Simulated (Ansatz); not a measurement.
SnSe2, response to strain

Consider SnSe₂ in the CdI2 type structure (space group P-3m1, No. 164; a = 3.826 Å, c = 6.231 Å; layered, stacked along the Cartesian z axis). Axes: x lies along a and z along c of the hexagonal cell.

Strains are applied to the cell and any free atomic positions relax; under biaxial strain the out-of-plane vector relaxes too; under stress the whole cell relaxes.

Levels (all Ansatz, a program for electronic structure, PAW): r2SCAN+rVV10 (500 eV, no spin-orbit coupling); HSE06 (420 eV, scalar-relativistic without spin-orbit coupling).

Band gaps by level, all at the geometries relaxed with r2SCAN+rVV10:

| case | r2SCAN+rVV10 | HSE06 |
|---|---|---|
| base | 0.94 eV | 1.34 eV |
| biaxial strain −0.83 %, plane normal [001], relaxed out of plane | 0.93 eV | 1.30 eV |
| isotropic strain +5.32 % | 0.80 eV | 1.21 eV |
| uniaxial strain ε_zz = +0.94 % | 0.98 eV | 1.36 eV |
| uniaxial stress, 0.5 GPa tension along z | 0.97 eV | 1.34 eV |
| tensor shear ε_yz = +1.84 % | 0.91 eV | 1.31 eV |

Single points use the geometry relaxed with r2SCAN+rVV10. The hybrid gap comes from the SCF mesh plus the semilocal run's edge points and a few special points and is an upper bound. Stability under load was not tested beyond the relaxation.
